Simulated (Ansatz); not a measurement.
Base system: BaTiO3 in the cubic perovskite structure (space group Pm-3m, No. 221).

Space group Pm-3m (No. 221); a = 3.994 Å, b = 3.994 Å, c = 3.994 Å, α = 90.00°, β = 90.00°, γ = 90.00°

```csv
atom,site,symmetry,x,y,z
Ba,1a,m-3m,0.0000,0.0000,0.0000
Ti,1b,m-3m,0.5000,0.5000,0.5000
O,3c,4/mm.m,0.0000,0.5000,0.5000
```

The values are results of r2SCAN (Ansatz, a quantum-chemistry and plane-wave program, PAW, spin-orbit coupling left out), not measurements.

One change was made to it. Results:

The shortest interatomic distance goes up by 0.413 Å to 2.410 Å; the band gap becomes zero (base: 2.17 eV).

Which change produced these results?
(A) O → S
(B) Ba → Sr
(C) Ti → Sc

A, O → S. For comparison, the shortest interatomic distance in the other runs: Ti → Sc gives 2.088 Å; Ba → Sr gives 1.953 Å.

No phonon test of stability was made. As relaxed here, BaTiS3 is a hypothetical phase, not in the database extracts checked. For BaScO3 in this form, whether it has been made was not checked. All final runs are without spin polarisation. An odd electron count without spin: BaScO3. Many cubic perovskites are stable only at high temperature; tilts and polar distortions were not tested. This is not the structure that BaTiO3 has at room temperature and ambient pressure. The zero or small gap of BaTiS3 can change with the level of theory.
